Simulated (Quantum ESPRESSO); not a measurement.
Input and output of a self-consistent single point for ZnCu (Pm-3m, 2 atoms in the cell) (Quantum ESPRESSO).

Level of theory: PBE, SSSP 1.1.2 efficiency (PBE) pseudopotentials (plane waves; Quantum ESPRESSO).

```
CELL_PARAMETERS angstrom
      2.85630     0.00000     0.00000
      0.00000     2.85630     0.00000
      0.00000     0.00000     2.85630
ATOMIC_POSITIONS crystal
  Zn 0.50000 0.50000 0.50000
  Cu 0.00000 0.00000 0.00000
```

Reference input (self-consistent single point, DFT, PBE, plane waves, SSSP 1.1.2 efficiency (PBE) pseudopotentials): ecutwfc = 50 Ry; ecutrho = 400 Ry; occupations = smearing; smearing = fd; degauss = 0.0073499 Ry; potentials = {Zn: Zn_pbe_v1.uspp.F.UPF, Cu: Cu_pbe_v1.2.uspp.F.UPF}; K_POINTS = automatic 11 11 11 0 0 0; conv_thr = 1e-11 Ry. This run's input differs from it in these lines:

```diff
@@ -12,4 +12,4 @@
   ntyp = 2
-  ecutwfc = 50
-  ecutrho = 400
+  ecutwfc = 57
+  ecutrho = 456
   occupations = 'smearing'
```

The program printed (abridged):

```
     Self-consistent Calculation

     iteration #  1     ecut=    57.00 Ry     beta= 0.70

     total energy              =    -859.64459876 Ry
     estimated scf accuracy    <       7.90966749 Ry

     iteration #  2     ecut=    57.00 Ry     beta= 0.70

     total energy              =    -860.18864822 Ry
     estimated scf accuracy    <      32.02077729 Ry

     iteration #  3     ecut=    57.00 Ry     beta= 0.70

     total energy              =    -864.95434694 Ry
     estimated scf accuracy    <       7.14658333 Ry

   [... 13 blocks of this kind left out ...]

     iteration # 17     ecut=    57.00 Ry     beta= 0.70

     total energy              =    -865.34417239 Ry
     estimated scf accuracy    <          2.7E-11 Ry

     iteration # 18     ecut=    57.00 Ry     beta= 0.70
     End of self-consistent calculation

     the Fermi energy is    17.5536 ev

!    total energy              =    -865.34417239 Ry
     estimated scf accuracy    <          1.1E-12 Ry
     smearing contrib. (-TS)   =      -0.00094612 Ry
     internal energy E=F+TS    =    -865.34322626 Ry

     convergence has been achieved in  18 iterations

     Forces acting on atoms (cartesian axes, Ry/au):

     atom    1 type  1   force =     0.00000000    0.00000000    0.00000000
     atom    2 type  2   force =     0.00000000    0.00000000    0.00000000

     Total force =     0.000000     Total SCF correction =     0.000000

          total   stress  (Ry/bohr**3)                   (kbar)     P=      169.39
   0.00115148   0.00000000   0.00000000          169.39        0.00        0.00
   0.00000000   0.00115148   0.00000000            0.00      169.39        0.00
   0.00000000   0.00000000   0.00115148            0.00        0.00      169.39

   JOB DONE.
```

The run converged in 18 iterations. Against the reference run the free energy goes down by 10.4 meV/atom and the pressure goes from 15.91 to 16.94 GPa.

The starting cell comes from a database of computed structures (which also holds hypothetical and non-ambient phases and stackings), without a prior relaxation at this level. Its lattice was rescaled by a random factor within 2.5 % of one. Spin polarisation is off.

Cost on one core of a shared machine: roughly 40 s.
